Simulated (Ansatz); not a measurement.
Effect of ↑↓ start, q = (0, 0, 1/2), 14 atoms on K2NiF4

Base system: K2NiF4 (space group I4/mmm, No. 139; a = 3.981 Å, c = 12.944 Å; ferromagnetic).

Perturbation: the moments start antiparallel in the pattern ↑↓ in a 14-atom cell (cell doubled with q = (0, 0, 1/2) in the reciprocal basis of the base), and the cell is relaxed again.

Level of theory: r2SCAN+rVV10 (Ansatz, a first-principles code), no SOC. k-mesh 7×7×6 (Γ-centred); smearing 0.05 eV (Fermi–Dirac), for the changed cell.

* **Volume per atom**: 14.58 Å³ (base 14.65 Å³)
* **Space group (of the atoms, moments ignored)**: I4/mmm (No. 139) (base I4/mmm (No. 139))
* **Shortest interatomic distance**: 1.985 Å (base 1.990 Å)
* **Energy relative to the base (σ→0)**: -12 meV/atom
* **Band gap**: 3.41 eV (base 2.51 eV)
* **Gap character (in this cell's own zone, which can be folded)**: indirect, Y → R
* **Magnetic state**: antiferromagnetic (moments cancel) (base ferromagnetic)
* **Largest site moment**: 1.68 μB (base 1.73 μB)

Final structure:

```
CELL_PARAMETERS angstrom
      2.80741    -6.47334     0.00000
      2.80741     6.47334     0.00000
      0.00000     0.00000     5.61481
ATOMIC_POSITIONS crystal
  K  0.35473 0.64527 0.00000
  K  0.85473 0.14527 0.50000
  K  0.64527 0.35473 0.00000
  K  0.14527 0.85473 0.50000
  Ni 0.00000 0.00000 0.00000
  Ni 0.50000 0.50000 0.50000
  F  0.25000 0.25000 0.25000
  F  0.75000 0.75000 0.75000
  F  0.75000 0.75000 0.25000
  F  0.25000 0.25000 0.75000
  F  0.15428 0.84572 0.00000
  F  0.65428 0.34572 0.50000
  F  0.84572 0.15428 0.00000
  F  0.34572 0.65428 0.50000
```

Other magnetic orders, which the real material may have, were not ruled out. No phonon test of stability was made. No Hubbard U is applied. A gap here joins edges of opposite spin (a spin-flip gap).
